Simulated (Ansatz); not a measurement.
Ansatz (a program for electronic structure) run on CaCo2Ge2 (I4/mmm, 5 atoms in the cell): self-consistent single point.

Computed with LDA (PW92), PAW files made with PBE (plane waves; Ansatz).

```
Ca(CoGe)2
1.0
   -2.00458     2.00458     5.22806
    2.00458    -2.00458     5.22806
    2.00458     2.00458    -5.22806
Ca Co Ge
1 2 2
Direct
  0.00000   0.00000   0.00000
  0.25000   0.75000   0.50000
  0.75000   0.25000   0.50000
  0.36710   0.36710   0.00000
  0.63290   0.63290   0.00000
```

Reference input (self-consistent single point, DFT, LDA (PW92), plane waves, PAW files made with PBE): basis.ecutwfc = 30.9 Ry; kpoints.mp_grid.grid = 7 7 7; hamiltonian.xc = lda; hamiltonian.pseudopotentials = {kind: paw} (the program's default PAW files); scf.occupations.method = fermi_dirac; scf.occupations.width = 0.0037 Ry. This run's input differs from it in these lines:

Ansatz 0.2 input:
```diff
@@ -14,3 +14,3 @@
 kpoints:
-  mp_grid: { grid: [7, 7, 7] }
+  mp_grid: { grid: [6, 6, 6] }
 hamiltonian:
```

Log, with long lists cut:

```
SCF iter   1: F=—  HF=-20333.357233 eV  |F-HF|=—  |Δ(HF+E_count)|=         —  Δρ=9.34e-2  dr2=8.13e0  ethr=3.10e-3  ⟨swp⟩=7.4  Hψ=5395  notcnv=0  defer=3
all-band conjugate gradients solve this SCF's bands
preconditioner: auto → Kerker (q_TF=auto, 2.659 Å⁻¹)
SCF iter   2: F=—  HF=-20332.671751 eV  |F-HF|=—  |Δ(HF+E_count)|=   6.85e-1  Δρ=4.85e-2  dr2=2.67e0  ethr=3.10e-3  ⟨swp⟩=3.4  Hψ=2584  notcnv=0  defer=41
   [... lines left out ...]
SCF iter   7: F=—  HF=-20332.210677 eV  |F-HF|=—  |Δ(HF+E_count)|=   1.53e-6  Δρ=1.50e-4  dr2=2.04e-5  ethr=4.08e-7  ⟨swp⟩=2.0  Hψ=1788  notcnv=0  defer=42
SCF iter   8: F=—  HF=-20332.210677 eV  |F-HF|=—  |Δ(HF+E_count)|=   4.94e-7  Δρ=4.13e-5  dr2=8.61e-7  ethr=2.83e-8  ⟨swp⟩=2.1  Hψ=1786  notcnv=0  defer=41
SCF iter   9: F=—  HF=-20332.210677 eV  |F-HF|=—  |Δ(HF+E_count)|=   1.12e-7  Δρ=1.61e-5  dr2=1.12e-7  ethr=1.39e-10  ⟨swp⟩=9.7  Hψ=6209  notcnv=0
SCF iter  10: F=-20332.210677 eV  HF=-20332.210677 eV  |F-HF|=5.17e-9  |Δ(HF+E_count)|=   4.69e-8  Δρ=3.21e-6  dr2=5.99e-9  ethr=1.39e-10  ⟨swp⟩=4.1  Hψ=4479  notcnv=0
SCF 1 converged in 10 iterations: F = -20332.210677 eV  dr2 = 5.99e-9
Free energy (F): -20332.210677 eV
Internal energy: -20332.193847 eV  (E = F + TS)
E sigma→0 (E₀):  -20332.202262 eV
Entropy (-TS):   -0.016830 eV (-3.366 meV/atom)
Fermi energy:    11.841085 eV
--- Forces (eV/Å), atoms counted from 1 ---
  atom   1  Ca    -0.00000000     0.00000000     0.00000000
  atom   2  Co     0.00000000     0.00000000     0.00000000
  atom   3  Co     0.00000000     0.00000000     0.00000000
  atom   4  Ge    -0.00000000     0.00000000    -0.52145067
  atom   5  Ge     0.00000000     0.00000000     0.52145067
--- Stress (GPa, compression-positive) ---
      -11.353311      -0.000000       0.000000
       -0.000000     -11.353311      -0.000000
        0.000000      -0.000000      -9.812157
  P = ⅓ Tr σ = -10.8396 GPa (-108.396 kbar)
  The stress holds the Pulay correction. Without it, at fixed plane waves, as pw.x and ABINIT print it: P = -10.8940 GPa
```

The run converged in 10 iterations. Against the reference run the free energy hardly moves (within 1 meV/atom), the pressure moves little (-10.87 to -10.84 GPa) and the largest force goes from 0.479 to 0.521 eV/Å.

The starting cell comes from a database of computed structures (which also holds hypothetical and non-ambient phases and stackings), without a prior relaxation at this level. Its lattice was rescaled by a random factor within 2.5 % of one. Spin polarisation is off. With a pressure of about -11 GPa the cell is away from its equilibrium volume at this level. Ansatz's pressure includes its estimate of the finite-basis (Pulay) stress.
